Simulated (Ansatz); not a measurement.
A computed series for AlRu: response to strain

Base system: AlRu in the CsCl type structure (space group Pm-3m, No. 221; relaxed with 0.1 eV smearing).

```xyz
2
Lattice="2.9545 0.0000 0.0000 0.0000 2.9545 0.0000 0.0000 0.0000 2.9545" Properties=species:S:1:pos:R:3 pbc="T T T"
Al     1.4773     1.4773     1.4773
Ru     0.0000     0.0000     0.0000
```

Cartesian axes are those of the cell as printed.

Strains are applied to the cell and any free atomic positions relax.

The values are results of Ansatz (a first-principles code), LDA, PAW, cutoff 420 eV, no spin-orbit coupling, not measurements.

Notes on the quantities. energy relative to the base: free energy F.

| uniaxial strain ε_zz (%) | energy relative to the base (meV/atom) |
|---|---|
| -3 | 13.9 |
| -2.5 | ? |
| -2 | 6.0 |
| -1.5 | 3.3 |
| -1 | 1.5 |
| -0.5 | 0.4 |
| 0 | 0.0 |

Task: Fit ΔE = Aε² + Bε³ (ε in %) to the rows shown and predict the withheld row.

Result: Least squares on the printed values gives A = 1.41 and B = -0.043 meV/atom (largest residual 0.0 meV/atom); this predicts 9.5 meV/atom, and the run gives 9.5 meV/atom, in agreement.

Whether these cells are dynamically stable was not tested. All final runs are without spin polarisation.
